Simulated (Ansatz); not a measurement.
The reference is SiO₂ in the rutile structure (space group P4_2/mnm, No. 136; a = 4.236 Å, c = 2.690 Å). Axes: x, y, z lie along a, b, c of the conventional cell.

All numbers come from Kohn–Sham DFT with the PBE functional, run in Ansatz (a quantum-chemistry and plane-wave program) with PAW and 420 eV plane waves, without spin-orbit coupling.

For the base:

| Quantity | Value |
|---|---|
| Width of the top valence band | 2.56 eV |

The change: biaxial strain +0.98 %, plane normal [001], relaxed out of plane (Cartesian); in-plane vectors clamped, the third vector and the atoms free.

Question: What happens to the ratio −ε⊥/ε∥ and width of the top valence band?

Answer: The ratio −ε⊥/ε∥ is 0.50; the width of the top valence band drops by 0.04 eV (2.56 eV → 2.52 eV).

The levels and masses belong to the bands next to the band gap. Stability against distortions was not tested.
